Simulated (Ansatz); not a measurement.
An Ansatz (a first-principles code) input (Kohn–Sham DFT with the HSE06 functional, run in Ansatz with PAW and 420 eV plane waves, no spin-orbit coupling):

Ansatz 0.2 input:
```yaml
crystal:
  lattice:
    - [-1.8848532238, 1.8848532238, 4.7760717634]
    - [1.8848532238, -1.8848532238, 4.7760717634]
    - [1.8848532238, 1.8848532238, -4.7760717634]
  atoms:
    - { symbol: Ti, position: [0.75, 0.25, 0.5] }
    - { symbol: Ti, position: [0, 0, 0] }
    - { symbol: O, position: [0.9575210194, 0.4575210194, 0.5] }
    - { symbol: O, position: [0.7924789806, 0.7924789806, 0] }
    - { symbol: O, position: [0.5424789806, 0.0424789806, 0.5] }
    - { symbol: O, position: [0.2075210194, 0.2075210194, 0] }
basis: { ecutwfc: 420, ecutrho_ratio: 4, xc_grid: 2, fft_grid_basis: typed }
kpoints: { mp_grid: { grid: [8, 8, 8] } }
hamiltonian:
  xc: hse06
  dispersion: none
  pseudopotentials: { kind: paw }
scf: { occupations: { method: fermi_dirac, width: 0.01 } }
output: { eigenvalues: true, eigenstates: { kpoints: [[0, 0, 0.433333], [0, 0, 0], [0.5, 0.5, -0.5], [-0.288936, 0.288936, 0.288936]] } }
```

### Question
Which symmetry and how many k-points will the program report, and about how many plane waves at Γ?

### Answer
Space group I41/amd (ITA 141) with 16 operations, k-points 59 of 512, and 1315 plane waves at Γ.

Single points use the geometry relaxed with PBEsol. The hybrid gap comes from the SCF mesh plus the semilocal run's edge points and a few special points and is an upper bound. No phonon test of stability was made. All final runs are without spin polarisation. The cell is TiO2 in the anatase structure (space group I4_1/amd, No. 141).
